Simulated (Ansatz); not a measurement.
Cubic perovskite KMgF3, treated with LDA (Ansatz, an electronic-structure program, plane waves, PAW).

Numerical settings: plane-wave cutoff 500 eV, 8×8×8 k mesh, gaussian smearing 0.02 eV, scalar-relativistic PAW data made under PBE.

Cell (relaxed at this level):

```
KMgF3
1.0
    3.90835     0.00000     0.00000
    0.00000     3.90835     0.00000
    0.00000     0.00000     3.90835
K Mg F
1 1 3
Cartesian
  0.00000   0.00000   0.00000
  1.95417   1.95417   1.95417
  1.95417   0.00000   1.95417
  0.00000   1.95417   1.95417
  1.95417   1.95417   0.00000
```

Q: Estimate the band gap that the calculation returns.

A: 
- band gap = 7.44 eV (on the SCF k mesh)

Measured, for comparison: band gap 12.4 eV (temperature not stated, not corrected to a static lattice; as tabulated in Sahnoun et al. (2004), doi:10.1016/j.matchemphys.2004.11.019). Computed (rounded) less measured: band gap -4.96 eV.

Computed values are for the static lattice.
